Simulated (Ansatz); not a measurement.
The starting structures come from a database of crystals and need not be the phases stable at ambient conditions.

 Where the default PAW files enter, the runs use the earlier of Ansatz's two default sets.

The decay constant κ of evanescent states in the gap governs leakage through a thin film.

Data:

```
Ge3N4
1.0
    8.22337     0.00000     0.00000
   -4.11169     7.12165     0.00000
    0.00000     0.00000     5.94597
Ge N
12 16
Direct
  0.74663   0.91425   0.02372
  0.08575   0.83238   0.02372
  0.16762   0.25337   0.02372
  0.83238   0.08575   0.52372
  0.25337   0.16762   0.52372
  0.91425   0.74663   0.52372
  0.42901   0.91761   0.72691
  0.08239   0.51140   0.72691
  0.48860   0.57099   0.72691
  0.51140   0.08239   0.22691
  0.57099   0.48860   0.22691
  0.91761   0.42901   0.22691
  0.00318   0.68330   0.77015
  0.31670   0.31988   0.77015
  0.68012   0.99682   0.77015
  0.31988   0.31670   0.27015
  0.99682   0.68012   0.27015
  0.68330   0.00318   0.27015
  0.34356   0.95519   0.99924
  0.04481   0.38837   0.99924
  0.61163   0.65644   0.99924
  0.38837   0.04481   0.49924
  0.65644   0.61163   0.49924
  0.95519   0.34356   0.49924
  0.00000   0.00000   0.02443
  0.00000   0.00000   0.52443
  0.66667   0.33333   0.16549
  0.33333   0.66667   0.66549
```

Space group of this cell: P31c. The cell is taken as given; by PBEsol its mean pressure is 0.6 GPa.

Transport runs along the normal of the first two printed cell vectors, the (001) plane of the conventional cell.

The gap is the functional's own, uncorrected, and κ follows it; spin-orbit coupling is left out. Mid-gap values are interpolated between the computed energies.

Task: Estimate the band gap and the smallest decay constant κ at mid-gap that PBEsol in Ansatz (a quantum-chemistry and plane-wave program) returns for this system.

Result: Gap 2.22 eV on a 6×6×6 mesh; κ = 0.201 1/Å, at the zone centre.
